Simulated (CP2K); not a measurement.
# Input and output of a self-consistent single point for C (P6_3/mmc, 2 atoms in the cell) (CP2K)

Level of theory: PBE, GPW, DZVP-MOLOPT-PBE-GTH basis, GTH-PBE potentials (POTENTIAL_UZH) (CP2K).

This input was run:

```
&GLOBAL
  PROJECT c
  RUN_TYPE ENERGY_FORCE
  PRINT_LEVEL LOW
&END GLOBAL
&FORCE_EVAL
  METHOD Quickstep
  STRESS_TENSOR ANALYTICAL
  &DFT
    BASIS_SET_FILE_NAME BASIS_MOLOPT_UZH
    POTENTIAL_FILE_NAME POTENTIAL_UZH
    &QS
      METHOD GPW
      EPS_DEFAULT 1E-10
    &END QS
    &MGRID
      CUTOFF 400
      REL_CUTOFF 50
      NGRIDS 4
    &END MGRID
    &SCF
      SCF_GUESS ATOMIC
      EPS_SCF 1E-6
      MAX_SCF 100
      ADDED_MOS 4
      &DIAGONALIZATION
        ALGORITHM STANDARD
      &END DIAGONALIZATION
      &MIXING
        METHOD BROYDEN_MIXING
        ALPHA 0.3
        NBUFFER 12
        BETA 1
      &END MIXING
      &SMEAR ON
        METHOD MARZARI_VANDERBILT
        SIGMA [eV] 0.136
      &END SMEAR
    &END SCF
    &KPOINTS
      SCHEME MONKHORST-PACK 12 12 7
      GAMMA_CENTERED T
    &END KPOINTS
    &XC
      &XC_FUNCTIONAL PBE
      &END XC_FUNCTIONAL
    &END XC
    &PRINT
      &MO
        EIGENVALUES T
        OCCUPATION_NUMBERS T
        NDIGITS 8
        FILENAME mo
        &EACH
          QS_SCF 0
        &END EACH
        ADD_LAST NUMERIC
      &END MO
      &MULLIKEN OFF
      &END MULLIKEN
    &END PRINT
  &END DFT
  &SUBSYS
    &CELL
      A 2.14934500 0.00000000 0.00000000
      B -1.07467200 1.86138700 0.00000000
      C 0.00000000 0.00000000 3.48966200
      PERIODIC XYZ
    &END CELL
    &COORD
      SCALED
      C        0.33333300     0.66666700     0.25000000
      C        0.66666700     0.33333300     0.75000000
    &END COORD
    &KIND C
      BASIS_SET DZVP-MOLOPT-PBE-GTH-q4
      POTENTIAL GTH-PBE-q4
    &END KIND
  &END SUBSYS
  &PRINT
    &FORCES ON
    &END FORCES
    &STRESS_TENSOR ON
    &END STRESS_TENSOR
  &END PRINT
&END FORCE_EVAL
```

Output (repeated stretches shortened):

```
 GLOBAL| Method name                                                        CP2K
 GLOBAL| Project name                                                          c
 GLOBAL| Run type                                                   ENERGY_FORCE

 TOTAL NUMBERS AND MAXIMUM NUMBERS

  Total number of            - Atomic kinds:                                   1
                             - Atoms:                                          2
                             - Shell sets:                                     2
                             - Shells:                                        10
                             - Primitive Cartesian functions:                 10
                             - Cartesian basis functions:                     28
                             - Spherical basis functions:                     26

  Maximum angular momentum of- Orbital basis functions:                        2
                             - Local part of the GTH pseudopotential:          2
                             - Non-local part of the GTH pseudopotential:      0

 SCF PARAMETERS         Density guess:                                    ATOMIC
                        max_scf:                                             100
                        max_diis:                                              4
                        eps_scf:                                        1.00E-06
                        eps_diis:                                       1.00E-01
                        eps_eigval:                                     1.00E-05
                        level_shift [a.u.]:                             0.000000
                        added MOs                                         4    0
                        Mixing method:                            BROYDEN_MIXING
                                                charge density mixing in g-space
                        Smear method:                         MARZARI_VANDERBILT
                        Smearing width (sigma) [a.u.]:                  5.00E-03
                        Accuracy threshold:                             1.00E-10
                        No outer SCF

 Extrapolation method: initial_guess

 Number of electrons:                                                          8
 Number of occupied orbitals:                                                  4
 Number of molecular orbitals:                                                 8

 Number of orbital functions:                                                 26
 Number of independent orbital functions:                                     26

 SCF WAVEFUNCTION OPTIMIZATION

  Step     Update method      Time    Convergence         Total energy    Change
     1 NoMix/Diag. 0.30E+00      -     0.26366889       -11.3518450271 -1.14E+01
     2 Broy./Diag. 0.30E+00      -     0.00073257       -11.1013851368  2.50E-01
     3 Broy./Diag. 0.30E+00      -     0.00194757       -11.0522795957  4.91E-02
     4 Broy./Diag. 0.30E+00      -     0.00005137       -11.0462684020  6.01E-03
     5 Broy./Diag. 0.30E+00      -     0.00011117       -11.0479444493 -1.68E-03
     6 Broy./Diag. 0.30E+00      -     0.00000026       -11.0482536435 -3.09E-04

  *** SCF run converged in     6 steps ***

  Electronic density on regular grids:         -7.9999999998        0.0000000002
  Core density on regular grids:                7.9999999994       -0.0000000006
  Total charge density on r-space grids:       -0.0000000004
  Total charge density g-space grids:          -0.0000000004

  Overlap energy of the core charge distribution:               0.00000000000000
  Self energy of the core charge distribution:                -26.66343361667065
  Core Hamiltonian energy:                                      7.58786760971897
  Hartree energy:                                              11.26205225654563
  Exchange-correlation energy:                                 -3.23473207209985
  Smearing free energy correction:                             -0.00000782147888
  Fermi energy:                                                 0.35424112248152

  Total energy:                                               -11.04825364347557

 ENERGY| Total FORCE_EVAL ( QS ) energy [hartree]            -11.048248203704654

 FORCES| Atomic forces [hartree/bohr]
 FORCES|   Atom     x               y               z               |f|
 FORCES|      1 -2.96626923E-07  1.47376720E-07  4.41552567E-06   4.42793116E-06
 FORCES|      2  2.96626924E-07 -1.47376718E-07 -4.41552566E-06   4.42793116E-06
 FORCES| Sum     1.16564153E-15  1.83845335E-15  2.87100293E-15
 FORCES| Total atomic force                                       3.60295555E-15

 STRESS| Analytical stress tensor [bar]
 STRESS|                        x                   y                   z
 STRESS|      x        1.04469348087E+05   2.26878238554E-01   3.77232094010E-04
 STRESS|      y        2.26878238554E-01   1.04470054829E+05  -2.24560626049E-04
 STRESS|      z        3.77232094010E-04  -2.24560626049E-04  -5.32113096971E+04
 STRESS| 1/3 Trace                                             5.19093644064E+04
```

The run converged in 6 iterations.

The starting cell was generated: these elements placed on a structure prototype, without a prior relaxation; it need not be a known phase or ordering of this composition. Its lattice was rescaled by a random factor within 2.5 % of one. Values carry the incompleteness of an atom-centred basis. With a pressure of about 5 GPa the cell is away from its equilibrium volume at this level.

Cost on one core of a shared machine: roughly 40 s.
